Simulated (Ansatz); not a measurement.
Start from WC (space group P-6m2, No. 187; a = 2.922 Å, c = 2.846 Å; relaxed with 0.1 eV smearing).

Level of theory: DFT with PBE, PAW potentials and a 420 eV plane-wave cutoff in Ansatz (a program for electronic structure), without spin-orbit coupling.

Base values:

| Property | Value |
|---|---|
| Pressure | 0.0 GPa |
| Band gap | zero |

Perturbation: the cell is scaled by 1.0100 in all directions, atoms relaxed at fixed cell.

### Question
Estimate the effect on the pressure, energy relative to the base and band gap.

### Answer
The pressure (mean of the normal stresses, compression positive) goes from zero to -10.8 GPa; the energy increases by 11 meV/atom; the band gap remains zero.

The cells carry an imposed strain or load. No phonon test of stability was made. The final runs are not spin-polarised.
